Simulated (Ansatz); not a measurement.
Data:

```xyz
1
Lattice="2.6894 0.0000 0.0000 0.0000 2.6894 0.0000 0.0000 0.0000 2.6894" Properties=species:S:1:pos:R:3 pbc="T T T"
As     0.0000     0.0000     0.0000
```

No spin polarisation.

A single point on Se with a change (Se → As), its geometry relaxed with PBEsol.

The values are results of Kohn–Sham DFT with the r2SCAN functional, run in Ansatz (a first-principles code) with PAW and 500 eV plane waves, no SOC, not measurements. k-mesh 17×17×17 (Γ-centred); smearing 0.05 eV (Fermi–Dirac).

Q: Predict the band gap and pressure.

A: The band gap comes out as zero and the pressure comes out as 1.5 GPa.

Single points use the geometry relaxed with PBEsol. Whether these cells are dynamically stable was not tested. The cell was made from Se by this change: Se → As; the result is a model cell, its experimental status unchecked. This is not the structure that As has at room temperature and ambient pressure.
